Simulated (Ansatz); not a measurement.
Band structure of Mg (P6_3/mmc, 2 atoms in the cell).

```
Mg
1.0
    3.16124     0.00000     0.00000
   -1.58062     2.73771     0.00000
    0.00000     0.00000     5.12372
Mg
2
Direct
  0.33333   0.66667   0.25000
  0.66667   0.33333   0.75000
```

Level of theory: PBE, harder PAW files (source: ansatz) (plane waves; Ansatz, a quantum-chemistry and plane-wave program).

Settings: basis.ecutwfc = 45.6 Ry; kpoints.mp_grid.grid = 16 16 9; hamiltonian.xc = pbe; hamiltonian.pseudopotentials = {kind: paw, source: ansatz}; scf.occupations.method = fermi_dirac; scf.occupations.width = 0.0073 Ry; kpoints.band_path.npoints = 6.

The starting cell comes from a database of computed structures (which also holds hypothetical and non-ambient phases and stackings), without a prior relaxation at this level. Its lattice was rescaled by a random factor within 2.5 % of one.

Levels in eV from the Fermi level, bands 7 to 13:
| point | 7 | 8 | 9 | 10 | 11 | 12 | 13 |
|---|---|---|---|---|---|---|---|
| Γ | -42.70 | -42.70 | -7.09 | -1.74 | -1.24 | 11.11 | 11.11 |
| M | -42.71 | -42.71 | -2.21 | -2.18 | 2.70 | 3.02 | 3.38 |
| K | -42.72 | -42.72 | -0.68 | -0.61 | -0.61 | 4.20 | 4.20 |
| A | -42.70 | -42.70 | -5.66 | -5.66 | 5.15 | 5.15 | 11.87 |
| L | -42.71 | -42.71 | -1.15 | -1.15 | -0.45 | -0.45 | 8.14 |
| H | -42.71 | -42.71 | 0.18 | 0.18 | 0.64 | 0.64 | 1.63 |

Bands cross the Fermi level along this path, so the cell is metallic at this level.

Keys are those of Ansatz 0.2.
